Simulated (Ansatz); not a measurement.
The starting structures come from a database of crystals and need not be the phases stable at ambient conditions.

 Where the default PAW files enter, the runs use the earlier of Ansatz's two default sets.

Crystal: Mg(RhO₂)₂ (Fd-3m, spinel, not sure to be the ambient phase, 14 atoms a cell, 11.2 Å³ an atom, -3 GPa at this level); planes in its conventional cell.

Method: PBEsol (plane waves, PAW; Ansatz, a quantum-chemistry and plane-wave program).

No gap correction and no spin-orbit coupling; mid-gap values are interpolated between computed energies.

```
plane  area of the cell (Å²)  mid-gap κ (1/Å)  largest κ in the gap (1/Å)
-----  ---------------------  ---------------  --------------------------
(111)                   31.7             0.25                        0.29
(001)                   36.6                …                           …
(110)                   51.8                …                           …
```

The slowest decay depends on the direction. Supply the withheld values.


- (001), mid-gap κ (1/Å): 0.21
- (001), largest κ in the gap (1/Å): 0.23
- (110), mid-gap κ (1/Å): 0.24
- (110), largest κ in the gap (1/Å): 0.28
